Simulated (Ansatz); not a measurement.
Results of dielectric-dependent PBEsol hybrid (Ansatz, a program for electronic structure, plane waves, PAW) for BN (Cm, No. 8, 8 atoms in the cell; start mp-1599; a measured phase of this formula has another space group).

Run with plane-wave cutoff 460 eV, 8×8×6 k mesh (along the axes of the cell as run), Fermi–Dirac smearing 0.01 eV, scalar-relativistic PAW data made under PBE.

The cell is the one relaxed with PBEsol. Conventional cell: a = 13.0401 Å, b = 2.5032 Å, c = 4.3705 Å, α = 90.00°, β = 90.98°, γ = 90.00°.

```yaml
crystal:
  lattice:
    - [6.51998, -1.25160, -0.02616]
    - [6.51998, 1.25160, -0.02616]
    - [-0.05718, 0.00000, 4.37013]
  atoms:
    - { symbol: B, position: [0.00010, 0.00010, 0.99917] }
    - { symbol: B, position: [0.20000, 0.20000, 0.42810] }
    - { symbol: B, position: [0.86585, 0.86585, 0.37973] }
    - { symbol: B, position: [0.53155, 0.53155, 0.49865] }
    - { symbol: N, position: [0.98080, 0.98080, 0.34298] }
    - { symbol: N, position: [0.50624, 0.50624, 0.84285] }
    - { symbol: N, position: [0.64678, 0.64678, 0.44493] }
    - { symbol: N, position: [0.31227, 0.31227, 0.39219] }
```

**Question.** List the 22 lowest band energies at Γ above −25 eV (eV, relative to the valence band maximum), grouping those that round alike.

**Answer.** At Γ: -21.25, -19.08, -17.91, -17.12, -10.95, -8.95, -8.15, -5.36, -5.31, -4.99, -4.55, -3.78, -3.53, -2.00, -1.60, -1.55, 5.58, 7.40, 8.59, 10.09, 10.75, 11.44.

Note: the run warned that its exchange threshold was loose for the stress; cell and atoms aren't relaxed at this level (pressure -4.1 GPa).

A start named mp-… is a Materials Project structure, which need not be a measured phase.
